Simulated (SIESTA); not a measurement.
Band structure of AlCuNi₆ (P4/mmm, 8 atoms in the cell).

```
CELL_PARAMETERS angstrom
      3.54276     0.00000     0.00000
      0.00000     3.54276     0.00000
      0.00000     0.00000     7.09129
ATOMIC_POSITIONS crystal
  Al 0.00000 0.00000 0.00000
  Cu 0.00000 0.00000 0.50000
  Ni 0.50000 0.50000 0.00000
  Ni 0.50000 0.50000 0.50000
  Ni 0.50000 0.00000 0.25060
  Ni 0.50000 0.00000 0.74940
  Ni 0.00000 0.50000 0.25060
  Ni 0.00000 0.50000 0.74940
```
Moments meant for the start (each program seeds them in its own way; μB, in the order of the atoms Al Cu Ni Ni Ni Ni Ni Ni): 0.0 0.0 2.0 2.0 2.0 2.0 2.0 2.0.

Method of the run: LDA PW92, numerical atomic orbitals DZP, PseudoDojo LDA standard norm-conserving potentials (rewritten from UPF to PSML) (SIESTA 5.4.2).

Settings: XC.functional = LDA; XC.authors = PW92; potentials = PseudoDojo LDA standard; PAO.BasisSize = DZP; PAO.EnergyShift = 0.01 Ry; MeshCutoff = 300 Ry; kgrid.MonkhorstPack = 5 5 3; OccupationFunction = MP; OccupationMPOrder = 0; ElectronicTemperature = 0.05 eV; Spin = polarized; DM.InitSpin = [1 +0.00, 2 +0.00, 3 +2.00, 4 +2.00, 5 +2.00, 6 +2.00, 7 +2.00, 8 +2.00]; MaxSCFIterations = 150; SCF.Mixer.Method = Pulay.

The starting cell comes from a database of computed structures (which also holds hypothetical and non-ambient phases and stackings), without a prior relaxation at this level. The moments shrank to a small part of their start, a low-spin state that need not be the lowest. Values carry the incompleteness of an atom-centred basis.

Levels in eV from the Fermi level, bands 63 to 68 of the first spin channel:
| point | 63 | 64 | 65 | 66 | 67 | 68 |
|---|---|---|---|---|---|---|
| Γ | -0.13 | -0.13 | -0.12 | -0.12 | 1.39 | 1.39 |
| X | -0.98 | -0.55 | -0.25 | -0.12 | 0.13 | 0.95 |
| M | -0.84 | -0.32 | -0.28 | -0.28 | -0.28 | 0.00 |
| Z | -0.50 | -0.45 | -0.37 | -0.13 | -0.13 | 2.97 |
| R | -0.66 | -0.60 | -0.53 | -0.38 | -0.36 | 2.72 |
| A | -0.58 | -0.56 | -0.53 | 0.25 | 0.45 | 0.45 |

Bands cross the Fermi level along this path, so the cell is metallic at this level.

Higher empty bands are left out: an atom-centred basis made for the valence describes them poorly.

The net moment of the cell came out as 2.12 μB.
